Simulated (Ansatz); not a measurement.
A computed series for hypothetical zinc blende ScAs: response to strain

The parent structure is ScAs in the zinc blende structure (space group F-43m, No. 216; a = 6.0391 Å; a hypothetical phase, not in the database extracts checked). Axes: x, y, z lie along the cube axes.

Strains are applied to the cell and any free atomic positions relax; under biaxial strain the out-of-plane vector relaxes too; under stress the whole cell relaxes.

All numbers come from PBEsol (Ansatz, a quantum-chemistry and plane-wave program, PAW, without spin-orbit coupling).

Notes on the quantities. pressure: mean of the normal stresses, compression positive; energy relative to the base: free energy F.

```csv
change,band gap,pressure,gap character,space group,energy relative to the base
base,1.48 eV,0.0 kbar,direct at X,F-43m (No. 216),0 meV/atom
"biaxial strain −1.50 %, plane normal [111], relaxed out of plane",1.39 eV,4.9 kbar,direct at F,R3m (No. 160),+1.9 meV/atom
isotropic strain −4.18 %,1.33 eV,96.7 kbar,direct at X,F-43m (No. 216),+90 meV/atom
isotropic strain +0.68 %,1.50 eV,-11.5 kbar,direct at X,F-43m (No. 216),+2.1 meV/atom
isotropic strain +3.35 %,1.55 eV,-48.3 kbar,direct at X,F-43m (No. 216),+47 meV/atom
uniaxial strain ε_yy = −0.35 %,1.47 eV,2.1 kbar,direct at X,I-4m2 (No. 119),+0.1 meV/atom
uniaxial strain ε_yy = +0.76 %,1.46 eV,-4.4 kbar,direct at M,I-4m2 (No. 119),+0.3 meV/atom
tensor shear ε_yz = −0.79 %,1.43 eV,0.0 kbar,direct at X,Imm2 (No. 44),+0.2 meV/atom
tensor shear ε_yz = −1.27 %,1.39 eV,-0.2 kbar,direct at X,Imm2 (No. 44),+0.5 meV/atom
"uniaxial stress, 8 GPa compression along x",zero,–,–,I-4m2 (No. 119),-127 meV/atom
```

A case with no gap was solved on a k-mesh chosen for an insulator, which is coarse for it. Stability under load was not tested beyond the relaxation. The final runs are not spin-polarised. Under uniaxial stress, 8 GPa compression along x the cell changed shape so far that it is another structure. k-point labels follow each cell's own Brillouin zone.
